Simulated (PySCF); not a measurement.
Worked example: self-consistent single point of KCl (P1, 2 atoms in the cell) in PySCF.

Method of the run: LDA, Gaussian basis gth-dzvp-molopt-sr, GTH pseudopotentials gth-pade, FFT density fitting with multigrid (PySCF).

```
CELL_PARAMETERS angstrom
      0.00000     3.14187     3.14187
      3.14187     0.00000     3.14187
      3.14187     3.14187     0.00000
ATOMIC_POSITIONS crystal
  K  0.99907 0.99961 0.99974
  Cl 0.50093 0.50039 0.50026
```

Reference input (self-consistent single point, DFT PBE, Gaussian basis gth-dzvp-molopt-sr, GTH pseudopotentials gth-pbe, FFT density fitting with multigrid): cell.basis = gth-dzvp-molopt-sr; cell.pseudo = gth-pbe; cell.ke_cutoff = 60 Ha; make_kpts mesh = 5 5 5; mf.xc = pbe,pbe; cell.precision = 1e-07; solver class = KRKS; density fitting = multigrid_numint; mf.conv_tol = 1e-08 Ha; mf.max_cycle = 50. This run's input differs from it in these lines:

```diff
@@ -13,3 +13,3 @@
 cell.basis = 'gth-dzvp-molopt-sr'
-cell.pseudo = 'gth-pbe'
+cell.pseudo = 'gth-pade'
 cell.ke_cutoff = 60
@@ -22,3 +22,3 @@
 mf = dft.KRKS(cell, kpts).multigrid_numint()
-mf.xc = 'pbe,pbe'
+mf.xc = 'lda,pw'
 mf.conv_tol = 1e-08
```

Output, abridged:

```
init E= -43.3225243765984
  HOMO = 0.0125531068643  LUMO = 0.194714146429  gap/eV = 4.95685
cycle= 1 E= -43.3690644044307  delta_E= -0.0465  |g|= 0.448  |ddm|= 15.2
  HOMO = 0.0356054942289  LUMO = 0.203437813645  gap/eV = 4.56695
cycle= 2 E= -43.3688249430515  delta_E= 0.000239  |g|= 0.53  |ddm|= 1.62
  HOMO = 0.0262014790257  LUMO = 0.202191173747  gap/eV = 4.78892
cycle= 3 E= -43.3696534632655  delta_E= -0.000829  |g|= 0.0297  |ddm|= 0.87
  HOMO = 0.0264416504755  LUMO = 0.202127653689  gap/eV = 4.78066
cycle= 4 E= -43.3696560235956  delta_E= -2.56e-06  |g|= 0.00183  |ddm|= 0.137
  HOMO = 0.026426381886  LUMO = 0.202130635144  gap/eV = 4.78116
cycle= 5 E= -43.3696560332142  delta_E= -9.62e-09  |g|= 0.000331  |ddm|= 0.00824
  HOMO = 0.0264267661732  LUMO = 0.202130747247  gap/eV = 4.78115
cycle= 6 E= -43.369656033505  delta_E= -2.91e-10  |g|= 1.9e-05  |ddm|= 0.000427
  HOMO = 0.026427505956  LUMO = 0.202130867691  gap/eV = 4.78113
nelec by numeric integration = 15.999999999999815
Extra cycle  E= -43.3696560335045  delta_E= 5.4e-13  |g|= 2.34e-05  |ddm|= 7.42e-05
converged SCF energy = -43.3696560335045
electrons per cell = 16.000000
highest filled level = 0.026428 Ha, lowest empty level = 0.202131 Ha
```

The run converged in 6 iterations. Against the reference run the gap on the mesh goes from 5.197 to 4.781 eV.

The starting cell comes from a database of computed structures (which also holds hypothetical and non-ambient phases and stackings), without a prior relaxation at this level. Its atoms were displaced at random from the sites of space group no. 225. Values carry the incompleteness of an atom-centred basis.

Cost on one core of a shared machine: roughly 70 s.
